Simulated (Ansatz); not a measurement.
System: CsCl-type RuAl. Method: BLYP (PAW; Ansatz, a first-principles code).

Run with plane-wave cutoff 520 eV, 18×18×18 k mesh, Fermi–Dirac smearing 0.05 eV, no spin polarisation, scalar-relativistic PAW data made under PBE.

Computed at the level's own relaxed cell.

### Question
What does this level give for the volume per atom, bulk modulus, lattice parameter a and pressure derivative B′ of the bulk modulus?

### Answer

- volume per atom = 14.00 Å³/atom
- bulk modulus = 183 GPa
- lattice parameter a = 3.037 Å
- pressure derivative B′ of the bulk modulus = 4.5

The run finds no gap.

Measured, for comparison: lattice constant a 2.992 Å (temperature not stated, copied from a table, unchecked, no zero-point or thermal correction; as tabulated in Acta Metallurgica 41, 863 (1993)). Computed (rounded) less measured: lattice constant a not scored (unchecked).

Computed values are for the static lattice.

It cost roughly 40 core-seconds of CPU time.
